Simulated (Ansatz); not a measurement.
Seebeck coefficient (μV/K, mean over directions) of p-type SiC (P6_3mc) against carrier density, PBEsol with spin-orbit coupling, rigid bands (Ansatz, an electronic-structure program). Computed gap 2.12 eV; densities at which minority carriers matter at this gap, or further valleys turn the trend, are left out. Conductivity mass 1.28 mₑ (harmonic mean over directions), N_v = 6.4e19 cm⁻³ at 300 K.

```tsv
hole density	300 K	500 K	800 K
1e16 cm⁻³	986	1055	1120
1e17 cm⁻³	788	857	922
1e18 cm⁻³	589	?	723
3e18 cm⁻³	495	564	629
1e19 cm⁻³	?	460	525
3e19 cm⁻³	299	366	431
1e20 cm⁻³	201	266	329
3e20 cm⁻³	?	181	239
1e21 cm⁻³	68	105	150
```

Some entries are withheld; supply them.


- 1e18 cm⁻³, 500 K: 658
- 1e19 cm⁻³, 300 K: 392
- 3e20 cm⁻³, 300 K: 124

Rigid bands with a gap fixed in temperature, one relaxation time for all states, no polarons or phonon drag, and whether or not such doping can be reached.
